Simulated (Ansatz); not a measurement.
We consider In₂SeS (model structure, started from the Cd2SeS type, P3m1, No. 156, 4 atoms in the cell), described by PBE in Ansatz (plane waves, PAW).

Run with plane-wave cutoff 520 eV, 18×18×8 k mesh (along the axes of the cell as run), Fermi–Dirac smearing 0.05 eV, scalar-relativistic PAW data made under PBE.

Cell (relaxed at this level):

```cif
data_In2SSe
_chemical_formula_sum 'In2 Se1 S1'
_space_group_name_H-M_alt 'P3m1'
_space_group_IT_number 156
_space_group_name_Hall 'P 3 -2"'
_cell_length_a 4.11938
_cell_length_b 4.11938
_cell_length_c 9.77252
_cell_angle_alpha 90.000
_cell_angle_beta 90.000
_cell_angle_gamma 120.000
loop_
_atom_site_label
_atom_site_type_symbol
_atom_site_symmetry_multiplicity
_atom_site_Wyckoff_symbol
_atom_site_fract_x
_atom_site_fract_y
_atom_site_fract_z
_atom_site_occupancy
In1 In 1 a 0.00000 0.00000 0.44351 1
In2 In 1 b 0.33333 0.66667 0.03957 1
Se1 Se 1 b 0.33333 0.66667 0.56963 1
S1 S 1 a 0.00000 0.00000 0.19530 1
```

**Question.** Give the computed band gap and Γ–Γ gap.

**Answer.** 
* **band gap**: 0.48 eV (on the SCF k mesh)
* **Γ–Γ gap**: 1.92 eV

Note: the relaxation could raise the start's symmetry but not lower it, so the cell can be a saddle point; the cell has widely spaced layers and the level no dispersion term, so their spacing and the moduli can rest on weak binding.

Spin–orbit coupling is not included.

Computed values are for the static lattice.

Computing time: about 30 core-minutes (a rough figure).

A model structure was made by putting elements into a prototype or built by hand; it is no filed structure, need not be a known phase, and can be a saddle point held by its symmetry.

Ansatz is an electronic-structure program.
